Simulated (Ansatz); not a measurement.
For TiSi2 (model structure, started from the C54 type, Fddd, No. 70, 6 atoms in the cell), LDA in Ansatz (plane waves, PAW) gives:

| Property | Result |
|---|---|
| bulk modulus B0 | 158 GPa |
| cohesive energy | 6.35 eV/atom |

### Question
What does r²SCAN (Ansatz, an electronic-structure program, PAW) give for the same quantities?

### Answer

- bulk modulus: 147 GPa (decreases by 7.0 %)
- cohesive energy: 5.19 eV/atom (drops by 1.16 eV/atom)

Changes are worked out from the printed values.

Unless a cell is named, each level is at its own relaxed cell (LDA 13.50, r²SCAN 13.97 Å³/atom).

The crystal itself was run without spin with LDA, r²SCAN; a magnetic state was not tried in these runs.

Caveats: the bulk modulus is −V dP/dV from two relaxed cells at ±2 % in volume (LDA, r²SCAN). Ansatz's density-functional and Hartree–Fock values are scalar-relativistic unless marked +SOC, with PAW data made under PBE.

A model structure was made by putting elements into a prototype or built by hand; here it ended with the formula and space group of a phase in our tables.
